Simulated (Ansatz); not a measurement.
AlB2-type TiB₂ was calculated with PBE-D3(BJ) (Ansatz, an electronic-structure program, PAW).

Run with plane-wave cutoff 520 eV, 24×24×18 k mesh (along the axes of the cell as run), Fermi–Dirac smearing 0.05 eV, no spin polarisation, scalar-relativistic PAW data made under PBE.

Energies at three volumes about the minimum:

```tsv
V (Å³/atom)	E − E_lowest (meV/atom)
8.120	2.84
8.285	0.00
8.451	2.66
```

Q: Fit a parabola by hand: where is the minimum, and what is the bulk modulus?

A: Slopes: (0.00 − 2.84)/(8.285 − 8.120) = -17.212 and (2.66 − 0.00)/(8.451 − 8.285) = 16.024 meV/Å³. Curvature E″ = 2 × (16.024 − (-17.212))/(8.451 − 8.120) = 200.822 meV/Å⁶. From the middle of the first interval, the slope vanishes at V0 = 8.2025 − (-17.212)/200.822 = 8.288 Å³/atom. B = V0 E″ = 8.288 × 200.822 meV/Å³ × 0.1602 GPa per meV/Å³ = 267 GPa. The full Birch–Murnaghan fit to all volumes gives V0 = 8.285 Å³/atom and B0 = 266 GPa.

Shape and atoms are relaxed at each volume.

Measured, for comparison: bulk modulus 240 GPa (room temperature, no zero-point or thermal correction, our sources range from 233 to 250; as tabulated in Synthesis of Binary Transition Metal Nitrides, Carbides and Borides from the …). Computed (rounded) less measured: bulk modulus +11 % (+6 % to +14 % over the range).

Note: the bulk modulus comes from volumes at which shape and atoms were relaxed.
